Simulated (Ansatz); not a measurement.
Structure of amorphous Ti$_{20}$O$_{41}$Ca (periodic cell):

```xyz
62
Lattice="9.1016 0.0602 -0.0040 0.0602 9.2340 0.1424 -0.0040 0.1424 9.1047" Properties=species:S:1:pos:R:3 pbc="T T T"
Ti     0.6431     2.9848     7.9620
Ti     6.9473     0.7936     3.8884
Ti     7.1730     6.8727     2.8283
Ti     3.6766     0.2565     7.6810
Ti     3.6535     0.5643     4.2989
Ti     3.9538     7.7937     2.1080
Ti     0.7560     6.4409     1.4382
Ti     2.7180     4.4894     2.5380
Ti     6.3124     7.6128     8.7393
Ti     8.7052     2.7293     5.2044
Ti     0.5764     5.8352     4.8717
Ti     1.0357     9.1317     5.7962
Ti     7.1829     4.5208     0.4856
Ti     4.1117     2.1634     1.3423
Ti     5.9310     3.6518     3.5851
Ti     0.4371     9.0025     9.0338
Ti     0.9933     1.2678     2.2953
Ti     3.2938     3.9270     5.8517
Ti     6.1795     2.5343     7.2794
Ti     4.9429     7.1526     5.4606
O      4.3011     4.3120     3.8435
O      7.4739     8.7101     2.9204
O      7.9654     6.4617     1.0175
O      2.4346     2.5080     2.3800
O      0.5897     1.6409     0.3772
O      1.1694     2.3695     5.9631
O      3.8632     5.8911     6.1401
O      1.0426     4.6548     1.7730
O      0.9513     8.6640     1.7390
O      2.8086     6.3306     1.7649
O      6.6701     2.6419     4.9935
O      1.1083     7.2173     8.8777
O      8.1139     2.4897     7.0879
O      6.2767     6.4068     4.3758
O      8.7572     2.1058     3.2330
O      5.7264     2.0808     2.6316
O      5.6630     7.3257     1.6940
O      6.3240     3.0697     9.0582
O      5.9648     7.5820     6.9828
O      0.7804     7.3488     5.9065
O      5.9917     5.7376     8.7348
O      3.4588     1.6990     8.9152
O      8.3640     0.5622     5.2465
O      1.5199     0.3067     7.4762
O      3.5826     2.1599     5.0707
O      4.1771     8.0990     8.9047
O      3.7756     0.4140     2.2488
O      2.2094     4.0671     7.4123
O      7.7698     8.8175     8.7306
O      5.5737     9.2699     4.7496
O      5.3667     0.9354     7.3538
O      9.0539     6.6195     3.3222
O      3.8511     7.5765     3.8680
O      8.5397     4.5981     5.3386
O      8.7745     4.3867     8.6495
O      1.7122     0.3574     3.9793
O      4.8704     3.6960     6.7923
O      3.9655     4.0114     1.1713
O      2.0183     4.7995     4.4218
O      3.4090     8.7923     6.0698
O      6.9134     4.6389     2.3758
Ca     3.5528     5.6942     8.4855
```

The numbers are results of PBE, scalar-relativistic without spin-orbit coupling (plane waves to 420 eV, PAW; Ansatz, a program for electronic structure), not measurements.

The cell was made by melting and quenching with the CHGNet potential and then relaxed with DFT. O atoms were pushed apart under 1.9 Å during the dynamics, to hinder bonds among them. The hot cell started wider than the set density and was brought back towards it in steps. It is the lowest in DFT energy of 2 quenches. It is a model cell: composition and starting density were chosen by hand, and all elements were melted together. No dispersion term was used. Its density started from a set value of 3.59 and ended at 3.59 g/cm³. The quench (nominally 240 K/ps over its main leg) was far faster than any real one, so the model tends to hold more defects than a real film. Values belong to this one cell and scatter from quench to quench. The volume was held where the preparation left it and the shape relaxed, at a PBE pressure of 0.5 GPa. Stress components on the final sampling reach 0.5 GPa.

Bonds are counted up to Ti-Ti 3.12 Å, Ti-O 2.52 Å, Ti-Ca 3.50 Å, O-O 1.58 Å, O-Ca 2.90 Å, Ca-Ca 3.87 Å. Two cations that share two anions don't count as bonded, nor two that share one unless they lie closer than Ti-Ti 3.04 Å, Ti-Ca 3.40 Å, Ca-Ca 3.77 Å.

Give the coordination numbers, mean bond lengths and angles.


The mean coordination of Ti by anions is 5.40 (2 with 4, 8 with 5, 10 with 6), the mean coordination of O comes out as 2.78 (14 with 2, 22 with 3, 5 with 4) and the mean coordination of Ca by anions comes out as 6.00 (1 with 6). The mean Ti-O bond is 1.974 Å (spread 0.169 Å, 108 counted) and the mean O-Ca bond is 2.455 Å (spread 0.090 Å, 6 counted). The bond angle at Ti is mean 104.3°, spread 27.5°, the bond angle at O is mean 116.9°, spread 19.4° and the bond angle at Ca is mean 102.3°, spread 29.7°.

List the pairs of like atoms that count as bonded by the rules above.

There are none by these rules.
